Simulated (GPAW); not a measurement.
## How a calculation on MgSc (Pmma, 4 atoms in the cell) responds to its settings

```yaml
crystal:
  lattice:
    - [5.19868, 0.00000, 0.00000]
    - [0.00000, 3.36280, 0.00000]
    - [0.00000, 0.00000, 5.34891]
  atoms:
    - { symbol: Mg, position: [0.75000, 0.50000, 0.80541] }
    - { symbol: Mg, position: [0.25000, 0.50000, 0.19459] }
    - { symbol: Sc, position: [0.75000, 0.00000, 0.30405] }
    - { symbol: Sc, position: [0.25000, 0.00000, 0.69595] }
```

Base run A: PBEsol, GPAW PAW datasets PBEsol (made by gpaw-setup) (GPAW), self-consistent single point.

Its settings: mode = pw; ecut = 850 eV; xc = PBEsol; kpts = 4 5 4; mesh shift (steps) = 0 0 0; occupations.name = methfessel-paxton; occupations.width = 0.1 eV; occupations.order = 0; nbands = -8; symmetry.symmorphic = false; symmetry.tolerance = 0.0005; maxiter = 120.

The starting cell comes from a database of computed structures (which also holds hypothetical and non-ambient phases and stackings), without a prior relaxation at this level. Without a gap this mesh is coarse (it stands for a supercell whose shortest vector is 17 Å).

ΔF is the free energy per atom less that of run A. A dash stands where there is no value to compare (another energy zero or no entropy term, no result, no spin, no clean gap, or a mesh too coarse for one). 

| run | change | ΔF (meV/atom) | pressure (GPa) | largest force (eV/Å) | ending |
|---|---|---|---|---|---|
| A | base | 0.00 | -1.30 | 0.086 | converged |
| B | convergence.energy: default → 0.002 eV/electron; convergence.density: default → 0.002 e/electron; convergence.eigenstates: default → 2e-07 | 0.00 | -1.30 | 0.086 | converged |
| C | convergence.energy: default → 0.0002 eV/electron; convergence.density: default → 0.0007 e/electron; convergence.eigenstates: default → 2e-08 | 0.00 | -1.30 | 0.086 | converged |
| D | convergence.energy: default → 2e-05 eV/electron; convergence.density: default → 0.0002 e/electron; convergence.eigenstates: default → 2e-09 | 0.00 | -1.30 | 0.086 | converged |
| E | convergence.energy: default → 2e-06 eV/electron; convergence.density: default → 7e-05 e/electron; convergence.eigenstates: default → 2e-10 | 0.00 | -1.30 | 0.086 | converged |
| F | convergence.energy: default → 2e-07 eV/electron; convergence.density: default → 2e-05 e/electron; convergence.eigenstates: default → 2e-11 | 0.00 | -1.30 | 0.086 | converged |
| G | convergence.energy: default → 2e-08 eV/electron; convergence.density: default → 7e-06 e/electron; convergence.eigenstates: default → 2e-12 | 0.00 | -1.30 | 0.086 | converged |
| H | convergence.energy: default → 2e-10 eV/electron; convergence.density: default → 7e-07 e/electron; convergence.eigenstates: default → 2e-14 | 0.00 | -1.30 | 0.086 | converged |
| I | convergence.energy: default → 2e-12 eV/electron; convergence.density: default → 7e-08 e/electron; convergence.eigenstates: default → 2e-16 | 0.00 | -1.30 | 0.086 | converged |
| J | convergence.energy: default → 2e-14 eV/electron; convergence.density: default → 7e-09 e/electron; convergence.eigenstates: default → 2e-18 | – | – | – | not converged |

Run I against A: The free energy is nearly the same (within 1 meV/atom), the pressure stays at -1.30 GPa and the largest force stays at 0.086 eV/Å.

Run B against A: The free energy stays essentially unchanged (within 1 meV/atom), the pressure stays at -1.30 GPa and the largest force stays at 0.086 eV/Å.

Run E against A: The free energy stays essentially unchanged (within 1 meV/atom), the pressure stays at -1.30 GPa and the largest force stays at 0.086 eV/Å.
